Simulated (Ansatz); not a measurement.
**SnS2, response to strain**

Start from SnS₂ in the CdI2 type structure (space group P-3m1, No. 164; a = 3.6694 Å, c = 5.8062 Å; layered, stacked along the Cartesian z axis). Axes: x lies along a and z along c of the hexagonal cell.

Strains are applied to the cell and any free atomic positions relax.

Level of theory: plane-wave PAW DFT at the PBE-D3(BJ) level (Ansatz, a first-principles code, 420 eV), without spin-orbit coupling.

Candidates:
(a) isotropic strain −2.15 %
(b) isotropic strain −1.71 %
(c) uniaxial strain ε_zz = −4.68 %

Notes on the quantities. energy relative to the base: free energy F.

Problem. Order them by energy relative to the base, highest first.

Solution. (a) isotropic strain −2.15 % (+14 meV/atom), (b) isotropic strain −1.71 % (+8.8 meV/atom), (c) uniaxial strain ε_zz = −4.68 % (+5.6 meV/atom)

Whether these cells are dynamically stable was not tested.
